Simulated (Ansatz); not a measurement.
Consider HgSe in the zinc blende structure (space group F-43m, No. 216; a = 6.1333 Å).

Method: PBEsol (Ansatz, a program for electronic structure, PAW, no SOC).

Before the change:

The lattice parameter a is 6.133 Å.

Modification: a hydrostatic pressure of 10 GPa.

Task: Predict the new lattice parameter a.

Result: The lattice parameter a drops by 0.2747 Å to 5.859 Å.

The mesh was chosen for an insulator and is coarse for the gapless case. Load acts through the strain it causes; cell and atoms are relaxed under it. Stability against distortions was not tested. Tetrahedral semiconductors of this kind turn to denser phases somewhere between about 1 and 50 GPa; those were not computed, so compressed cells here can lie past the real transition. All final runs are without spin polarisation.
